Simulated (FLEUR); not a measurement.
Input and output of a self-consistent single point for TiAlPt (P6_3/mmc, 6 atoms in the cell) (FLEUR).

Method: LDA (Perdew-Zunger), all-electron FLAPW (FLEUR), scalar-relativistic valence.

```yaml
crystal:
  lattice:
    - [4.41685, 0.00000, 0.00000]
    - [-2.20843, 3.82510, 0.00000]
    - [0.00000, 0.00000, 5.40771]
  atoms:
    - { symbol: Ti, position: [0.00000, 0.00000, 0.00000] }
    - { symbol: Ti, position: [0.00000, 0.00000, 0.50000] }
    - { symbol: Al, position: [0.33333, 0.66667, 0.25000] }
    - { symbol: Al, position: [0.66667, 0.33333, 0.75000] }
    - { symbol: Pt, position: [0.66667, 0.33333, 0.25000] }
    - { symbol: Pt, position: [0.33333, 0.66667, 0.75000] }
```

Reference input (self-consistent single point, DFT, PBEsol, all-electron FLAPW (FLEUR), scalar-relativistic valence): Kmax = 4.5 1/bohr; GmaxXC = 18 1/bohr; xcFunctional = PBEs; jspins = 1; l_soc = F; mode = hist; fermiSmearingEnergy = 0.00183747 Htr; mesh (inpgen div1-3) = 6 6 4; inpgen gamma flag = true; Gmax = 18 1/bohr; numbands = 0; maxIterBroyd = 15. This run's input differs from it in these lines:

```diff
@@ -18,3 +18,3 @@
 &comp jspins=1 /
-&exco xctyp='PBEs' /
+&exco xctyp='pz' /
 &kpt div1=6 div2=6 div3=4 gamma=t /
@@ -31,3 +31,3 @@
       <coreElectrons ctail="T" frcor="F" kcrel="0" coretail_lmax="0"/>
-      <xcFunctional name="PBEs" relativisticCorrections="F"/>
+      <xcFunctional name="pz" relativisticCorrections="F"/>
       <magnetism jspins="1"/>
```

Output (repeated stretches shortened):

```
 Iteration:     1   Distance:      19.42036676 me/bohr^3
 Iteration:     2   Distance:      15.11267703 me/bohr^3
 Iteration:     3   Distance:       8.43613604 me/bohr^3
 Iteration:     4   Distance:       5.78497586 me/bohr^3
 Iteration:     5   Distance:       4.25522616 me/bohr^3
   [... 13 lines left out ...]
 Iteration:    19   Distance:       0.00005917 me/bohr^3
 Iteration:    20   Distance:       0.00001401 me/bohr^3
 Iteration:    21   Distance:       0.00001200 me/bohr^3
 Iteration:    22   Distance:       0.00000241 me/bohr^3
 Run finished successfully
 Stop message:
   Structural relaxation: Done

[file out, last iteration]
             iter=     23
[...]
          total density-effective poten   -6.8270211161E+04
          total charge density-energy d   -8.1011368510E+02
 Updated energy parameters for spin:           1
[...]
 fermi energy and band-weighting factors:

[...]
FERMIE:
          first approx. to ef    (T=0)  :   0.449229 htr   (energy of the highest occ. eigenvalue)
          number of occ. states  (T=0)  :        647
          first approx. to seigv (T=0)  : -23.107225 htr
          sum of weights of occ. states :  31.062500
          sum of semicore charge        :   0.000000 e
FERHIS:  Fermi-Energy by histogram:
          bandgap                     :   0.002577 htr
   [... lines left out ...]
          charge neutrality (T=0)     :   0.125000    (zero if the highest occ. eigenvalue is "entirely" occupied)
     EF_NEWTON:  Adjust Fermi-Energy by Newton-Method.
 Direct bandgap for spin            1 :    8.4807696995418680E-003  Htr
 ---->    free energy=                    -39060.9630211334 htr
   [... lines left out ...]
 TOTAL FORCE FOR ATOM TYPE=  1  X=  0.000   Y=  0.000   Z=  0.000
                       FX_TOT= 0.000000 FY_TOT= 0.000000 FZ_TOT= 0.000000
 TOTAL FORCE FOR ATOM TYPE=  2  X=  4.173   Y= -2.409   Z=  2.555
                       FX_TOT= 0.000000 FY_TOT= 0.000000 FZ_TOT= 0.000000
 TOTAL FORCE FOR ATOM TYPE=  3  X= -4.173   Y=  2.409   Z=  2.555
                       FX_TOT= 0.000000 FY_TOT= 0.000000 FZ_TOT= 0.000000
 Structural relaxation: Done
```

The run converged in 22 iterations. FLEUR gives forces in its relaxation mode, with a further iteration, so its stop message speaks of a relaxation. 

The starting cell comes from a database of computed structures (which also holds hypothetical and non-ambient phases and stackings), without a prior relaxation at this level. Spin-orbit coupling is off. Spin polarisation is off. Values depend on the basis (sphere radii, cutoffs, local orbitals), which need not be converged. The log's line on a gap gives a spacing of levels on this mesh, which the program prints for metals too.

Cost on one core of a shared machine: roughly 6 min.
